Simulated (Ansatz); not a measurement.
Start from TiS₂ in the CdI2 type structure (space group P-3m1, No. 164; a = 3.359 Å, c = 5.520 Å; layered, stacked along the Cartesian z axis; relaxed with 0.1 eV smearing). Axes: x lies along a and z along c of the hexagonal cell.

Computed with PBE-D3(BJ)/PAW in Ansatz (an electronic-structure program), scalar-relativistic without spin-orbit coupling.

For the base:

| Property | Result |
|---|---|
| Volume per atom | 17.98 Å³ |

One thing is altered: uniaxial stress, 2 GPa compression along z; all other stress components relax to zero.

Question: What happens to the mean lateral Poisson ratio, energy relative to the base, secant Young's modulus along z and volume per atom?

Answer: The mean lateral Poisson ratio is 0.09; the energy grows by 3.0 meV/atom; the secant Young's modulus along z is 69 GPa; the volume per atom shrinks by 0.43 Å³ (17.98 Å³ → 17.55 Å³).

Load acts through the strain it causes; cell and atoms are relaxed under it. Beyond what the load breaks, stability against distortions was not tested. All final runs are without spin polarisation.
